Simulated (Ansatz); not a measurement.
The reference is GaN in the wurtzite structure (space group P6_3mc, No. 186).

```yaml
crystal:
  lattice:
    - [3.21837, 0.00000, 0.00000]
    - [-1.60918, 2.78719, 0.00000]
    - [0.00000, 0.00000, 5.24320]
  atoms:
    - { symbol: Ga, position: [0.33333, 0.66667, 0.00014] }
    - { symbol: Ga, position: [0.66667, 0.33333, 0.50014] }
    - { symbol: N, position: [0.33333, 0.66667, 0.37686] }
    - { symbol: N, position: [0.66667, 0.33333, 0.87686] }
```

Cartesian axes are those of the cell as printed.

Computed with PBE (Ansatz, a first-principles code), no spin-orbit coupling.

Before the change:

Electron mass: 0.14 mₑ along c, 0.16 mₑ across (at Γ)
Band gap: 1.71 eV

The change: the cell is compressed by 1.20 % along z with no lateral relaxation, atoms relaxed at fixed cell.

Task: Predict the new electron mass, energy relative to the base and band gap.

Result: The electron mass becomes 0.15 mₑ along z, 0.17 mₑ across (at Γ) (base: 0.14 mₑ along c, 0.16 mₑ across (at Γ)); the energy rises by 1.9 meV/atom; the band gap rises by 0.09 eV to 1.80 eV.

The cells carry an imposed strain or load. Effective masses come from finite differences of ±0.01 Å⁻¹. Stability against distortions was not tested.
